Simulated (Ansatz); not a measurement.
## Response to strain in BeSe

Start from BeSe in the zinc blende structure (space group F-43m, No. 216; a = 5.1289 Å). Axes: x, y, z lie along the cube axes.

Strains are applied to the cell and any free atomic positions relax.

Level of theory: Kohn–Sham DFT with the PBEsol functional, run in Ansatz (a program for electronic structure) with PAW and 420 eV plane waves, no SOC.

Notes on the quantities. energy relative to the base: free energy F.

```tsv
variant	smallest direct gap	gap character	shortest interatomic distance	energy relative to the base
base	4.28 eV	–	2.221 Å	0 meV/atom
uniaxial strain ε_zz = −3.00 %	4.40 eV	indirect, Γ → M	2.199 Å	+6.3 meV/atom
uniaxial strain ε_zz = −2.50 %	4.38 eV	indirect, Γ → M	2.203 Å	+4.4 meV/atom
uniaxial strain ε_zz = −2.00 %	4.36 eV	indirect, Γ → M	2.206 Å	+2.8 meV/atom
uniaxial strain ε_zz = −1.50 %	4.34 eV	indirect, Γ → M	2.210 Å	+1.6 meV/atom
uniaxial strain ε_zz = −1.00 %	4.32 eV	indirect, Γ → M	2.214 Å	+0.7 meV/atom
uniaxial strain ε_zz = +1.00 %	4.19 eV	indirect, Γ → X	2.228 Å	+0.7 meV/atom
uniaxial strain ε_zz = +1.50 %	4.15 eV	indirect, Γ → X	2.232 Å	+1.5 meV/atom
uniaxial strain ε_zz = +2.50 %	4.06 eV	indirect, Γ → X	2.240 Å	+4.2 meV/atom
uniaxial strain ε_zz = +3.00 %	4.01 eV	indirect, Γ → X	2.243 Å	+6.1 meV/atom
```

Stability against distortions was not tested. k-point labels follow each cell's own Brillouin zone.
